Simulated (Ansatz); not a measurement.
**Zr₂B (model structure, started from the Ca2N type, R-3m, No. 166, 3 atoms in the cell): properties by level of theory**

```tsv
level (code)	equilibrium lattice constant a (Å)	lattice parameter c (Å)	bulk modulus (GPa)	cohesive energy (eV/atom)
LDA (Ansatz)	…	15.942	…	7.60
PBEsol (Ansatz)	3.418	16.106	97.3	…
r²SCAN (Ansatz)	3.460	16.332	…	6.21
```

Q: Complete the blanks.

A: 
- LDA (Ansatz, a quantum-chemistry and plane-wave program), equilibrium lattice constant a (Å): 3.391
- LDA (Ansatz), bulk modulus (GPa): 94.1
- PBEsol (Ansatz), cohesive energy (eV/atom): 7.06
- r²SCAN (Ansatz), bulk modulus (GPa): 99.4

Caveats: the bulk modulus is −V dP/dV from two relaxed cells at ±2 % in volume (LDA, PBEsol, r²SCAN). Ansatz's density-functional and Hartree–Fock values are scalar-relativistic unless marked +SOC, with PAW data made under PBE.

Free atoms are spin-polarised, in the lowest state found; at levels without +SOC their spin–orbit coupling is left out.

A model structure was made by putting elements into a prototype or built by hand; it is no filed structure, need not be a known phase, and can be a saddle point held by its symmetry.
